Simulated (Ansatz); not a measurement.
Results of r²SCAN+SOC (Ansatz, a program for electronic structure, PAW) for HfSiO₄ (I4₁/amd, No. 141, 12 atoms in the cell; start mp-4609).

Settings: plane-wave cutoff 560 eV, 6×6×6 k mesh, Fermi–Dirac smearing 0.01 eV, PAW data made under PBE.

Cell (relaxed with PBEsol):

Space group I4₁/amd, origin choice 1 (No. 141); a = b = 6.5824 Å, c = 5.9658 Å, α = β = γ = 90.00°

```json
[
 {"atom": "Hf", "site": "4a", "symmetry": "-4m2", "x": "0.0000", "y": "0.0000", "z": "0.0000"},
 {"atom": "Si", "site": "4b", "symmetry": "-4m2", "x": "0.0000", "y": "0.0000", "z": "0.5000"},
 {"atom": "O", "site": "16h", "symmetry": ".m.", "x": "0.3152", "y": "0.0000", "z": "0.0681"}
]
```
(The calculation used a cell of 12 atoms; values per cell refer to that cell.)

Predict the band gap and smallest direct gap on the k points sampled.


- band gap: 6.04 eV (indirect)
- smallest direct gap on the k points sampled: 6.40 eV

Note: cell and atoms aren't relaxed at this level (largest force component 0.30 eV/Å, pressure -0.4 GPa).

The computed numbers hold no vibrational or temperature effects.

A start named mp-… is a Materials Project structure, which need not be a measured phase.
